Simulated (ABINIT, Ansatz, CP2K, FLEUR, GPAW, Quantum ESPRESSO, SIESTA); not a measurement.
# Ti3Nb (Amm2, 4 atoms in the cell) computed with different codes at matched settings

Self-consistent single point.

```
Ti3Nb
1.0
    9.04699     0.00000     0.00000
    0.00000     1.60600     2.41039
    0.00000    -1.60600     2.41039
Ti Nb
3 1
Cartesian
  0.00000   0.00000   0.88061
  2.24772   0.00000   3.81488
  6.79927   0.00000   3.81488
  4.52349   0.00000   1.13115
```

All programs got the same cell, k-point mesh and kind of occupations (in Ansatz's words: kpoints.mp_grid.grid = 3 10 10; scf.occupations.method = fermi_dirac; scf.occupations.width = 0.1 eV); potentials, basis and cutoffs are each program's usual ones.

```csv
code,model,pressure (GPa),largest force (eV/Å),k-points,cutoff
FLEUR,"LDA (Vosko-Wilk-Nusair), all-electron FLAPW (FLEUR), scalar-relativistic valence",–,0.139,62,Kmax 4.1 1/bohr
SIESTA,"LDA PW92, numerical atomic orbitals DZP, PseudoDojo LDA standard norm-conserving potentials (rewritten from UPF to PSML)",-9.55,0.183,167,grid 400 Ry
CP2K,"LDA (Pade form), GPW, DZVP-MOLOPT-SR-GTH basis, GTH-PADE potentials (GTH_POTENTIALS)",-9.95,0.229,152,grid 600 Ry
GPAW,"LDA (Perdew-Wang 92), GPAW PAW datasets LDA (gpaw-data 1.0.1)",-8.71,0.136,62,850 eV
ABINIT,"LDA (PW92), norm-conserving pseudopotentials (PseudoDojo nc-sr-04 LDA standard)",-8.63,0.142,62,84 Ry
Quantum ESPRESSO,"LDA (PW92), PseudoDojo standard norm-conserving (LDA) pseudopotentials",-8.63,0.142,62,85 Ry
Ansatz,"LDA (PW92), PAW files made with PBE",-8.73,0.142,62,default
```

Size of the force on each atom (eV/Å): Sizes of forces hide their directions.

```tsv
code	Ti1	Ti2	Ti3	Nb4
FLEUR	0.024	0.069	0.069	0.139
SIESTA	0.016	0.088	0.088	0.183
CP2K	0.008	0.229	0.229	0.218
GPAW	0.022	0.086	0.086	0.136
ABINIT	0.022	0.074	0.074	0.142
Quantum ESPRESSO	0.022	0.074	0.074	0.142
Ansatz	0.021	0.075	0.075	0.142
```

A dash marks a value that a program does not give, or that is left out as unsure.

The spread over the programs that give each value: pressure within 1.32 GPa; largest force within 0.093 eV/Å.

The starting cell comes from a database of computed structures (which also holds hypothetical and non-ambient phases and stackings), without a prior relaxation at this level. On Ansatz's run: Spin polarisation is off. In the base run, with a pressure of about -9 GPa the cell is away from its equilibrium volume at this level.

### Question
Why do the programs differ, and what cannot be compared?

### Answer
Differences of this kind can come from the potentials, where these differ, and from what each basis and cutoff leave unconverged. The zero of total energies and Fermi levels follows the potentials and each program's conventions, so they are not compared here. SIESTA and CP2K use small atom-centred bases, whose incompleteness enters pressures, forces and empty levels differently from a plane-wave cutoff. FLEUR treats all electrons, but the usual bases taken here (sphere radii, linearisation, local orbitals, empty states) were not tested for convergence, so the values are no reference for the others. Ansatz's pressure is given at a fixed set of plane waves, as the other plane-wave codes print theirs. The programs reduce the same mesh by symmetry to different extents, which changes the work and not the result. In the pressure, CP2K (by 1.29) lies more than 1 GPa from the median of the plane-wave programs. In the force vectors, CP2K (by 0.165) lies more than 0.08 eV/Å from the median of the plane-wave programs.

Left out of this page: Elk (not drawn, or without a comparable value).

Ansatz is a program for electronic structure.

Keys are those of Ansatz 0.2.
